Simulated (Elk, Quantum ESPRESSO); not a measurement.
**Equation of state of rock-salt SnTe (space group 225): energy against volume (Elk, PBE)**

```xyz
2
Lattice="0.0000 3.1038 3.1038 3.1038 0.0000 3.1038 3.1038 3.1038 0.0000" Properties=species:S:1:pos:R:3 pbc="T T T"
Sn     0.0000     0.0000     0.0000
Te     3.1038     3.1038     3.1038
```

Method: PBE, all-electron FP-LAPW, Elk's shipped species files, APW+lo basis with extra local orbitals (Elk). Settings: xctype = 20; rgkmax = 9.12; stype = 3; swidth = 0.000367493 Ha; ngridk = 9 9 9; gmaxvr = 14 1/bohr; nxlo = 2; lorbcnd = true; lmaxi = 3; sphere radii = {Sn: 2.6, Te: 2.6} bohr. The cell above is the first row's. The rows scale it uniformly. In all rows fractional positions and the k mesh are held. E is the free energy at the stated smearing, counted from the lowest row.

```
V (Å^3/atom)  E (meV/atom)
------------  ------------
29.901               46.16
30.551               28.12
31.201               14.94
31.851                6.21
32.501                1.33
33.151                0.00
33.801                1.80
34.451                6.35
35.101                   ?
```

Fit E against V with the third-order Birch-Murnaghan form, a cubic in V^(-2/3), and predict the withheld value at V = 35.101.

With u = V^(-2/3) - 0.0990, the rows have u = 0.0048029, 0.0033253, 0.0018992, 0.0005217, -0.0008096, -0.0020974, -0.0033437, -0.0045507. Least squares gives E = 3.874 + 3925.5·u + 998882·u² + 3577277·u³. Residuals (row less fit): -0.006, 0.016, -0.017, 0.016, -0.019, -0.002, 0.018, -0.009; standard error 0.020 (degrees of freedom: 4). Its minimum lies at u = -0.0019861, so V0 = (0.0970139)^(-3/2) = 33.09. There d²E/du² = 1955000 and d³E/du³ = 2.146e7, so B0 = (4/9) × 33.09^(-7/3) × 1955000 × 0.160218 = 39.6 GPa (the last factor turns the table's units into GPa), and B0' = 4 + (2/3) × 0.0970139 × (2.146e7)/1955000 = 4.7. At the withheld row, u = -0.0057203, so E = 3.874 + 3925.5 × (-0.0057203) + 998882 × (-0.0057203)² + 3577277 × (-0.0057203)³ = 13.435 meV/atom. The calculation gives 13.55 meV/atom, 0.115 meV/atom above the prediction (0.2 % of the range of E in the table). The row lies outside the fitted rows, so this is an extrapolation. From the scatter of the fitted rows alone, a prediction at this place has a standard error of 0.048 meV/atom, so the miss is 2.4 times that.

Carrying the step between the two nearest rows on in a straight line would have given 10.90, off by 2.65; series whose last step already gives the withheld value aren't shown. The scan was laid around a cell of about the measured size, scaled by a guess for this functional. This is the room-temperature phase, which distorts on cooling and is held here by symmetry. The runs keep the symmetry of the cell, so they don't test it for distortions. A plane-wave scan with the same functional (Quantum ESPRESSO, GBRV) gives V0 = 32.80 Å^3/atom and B0 = 40.6 GPa; a Birch-Murnaghan fit to all rows here lies 0.9 % from it in V0 and -2 % in B0; the two differ in basis, and may differ in potentials and mesh. Values depend on the basis (sphere radii, cutoffs, local orbitals), which need not be converged. Spin-orbit coupling is off. Sphere radii are the same in all rows. Cutoffs and mesh are single choices, not tested for convergence of this quantity. Series with a scatter that would blur these digits, or in which a gap closes, are not shown. Nor are scans whose minimum lies at an end fitted in this form.
